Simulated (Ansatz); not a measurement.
# Zr: response to strain

The reference is Zr in the hcp (Mg type) structure (space group P6_3/mmc, No. 194; a = 3.244 Å, c = 5.158 Å; relaxed with 0.1 eV smearing). Axes: x lies along a and z along c of the hexagonal cell.

Strains are applied to the cell and any free atomic positions relax.

Calculations: r2SCAN (Ansatz, a first-principles code, PAW, no spin-orbit coupling).

Notes on the quantities. pressure: mean of the normal stresses, compression positive; energy relative to the base: free energy F.

| case | largest internal atomic displacement | volume per atom | pressure | energy relative to the base |
|---|---|---|---|---|
| base | – | 23.51 Å³ | 0.0 GPa | 0 meV/atom |
| uniaxial strain ε_xx = −3.00 % | [?] | 22.80 Å³ | [?] | [?] |
| uniaxial strain ε_xx = −2.50 % | 0.027 Å | 22.92 Å³ | 2.4 GPa | +7.0 meV/atom |
| uniaxial strain ε_xx = −2.00 % | 0.022 Å | 23.04 Å³ | 1.9 GPa | +4.5 meV/atom |
| uniaxial strain ε_xx = −1.50 % | 0.017 Å | 23.16 Å³ | 1.4 GPa | +2.5 meV/atom |
| uniaxial strain ε_xx = −1.00 % | 0.011 Å | 23.27 Å³ | 1.0 GPa | +1.1 meV/atom |
| uniaxial strain ε_xx = −0.50 % | – | 23.39 Å³ | 0.5 GPa | +0.3 meV/atom |

What belongs in the blanks?


- uniaxial strain ε_xx = −3.00 %, largest internal atomic displacement: 0.035 Å
- uniaxial strain ε_xx = −3.00 %, pressure: 3.0 GPa
- uniaxial strain ε_xx = −3.00 %, energy relative to the base: +10 meV/atom

No phonon test of stability was made. All final runs are without spin polarisation.
